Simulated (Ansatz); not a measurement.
ScAl3N4 (model structure, P-6m2, No. 187, 8 atoms in the cell), treated with PBE (Ansatz, a program for electronic structure, PAW).

Run with plane-wave cutoff 520 eV, 12×12×4 k mesh (along the axes of the cell as run), Fermi–Dirac smearing 0.01 eV, scalar-relativistic PAW data made under PBE.

Cell (relaxed at this level):

```xyz
8
Lattice="3.4563 0.0000 0.0000 -1.7281 2.9932 0.0000 0.0000 0.0000 8.4494" Properties=species:S:1:pos:R:3 pbc="T T T"
Al     0.0000     0.0000     0.0941
Al     0.0000     1.9955     2.1168
N      0.0000     0.0000     2.1167
N      0.0000     1.9955     4.1197
Al     0.0000     0.0000     4.1396
Sc     0.0000     1.9955     6.3415
N      0.0000     0.0000     6.3413
N      0.0000     1.9955     0.1138
```

**Question.** Give the computed band gap and smallest direct gap on the k points sampled.

**Answer.** 
* **band gap**: 2.68 eV (indirect)
* **smallest direct gap on the k points sampled**: 2.74 eV

Note: the relaxation could raise the start's symmetry but not lower it, so the cell can be a saddle point.

Computed values are for the static lattice.

Cost on a shared machine: around 50 core-seconds (rough).

A model structure was made by putting elements into a prototype or built by hand; it is no filed structure, need not be a known phase, and can be a saddle point held by its symmetry.
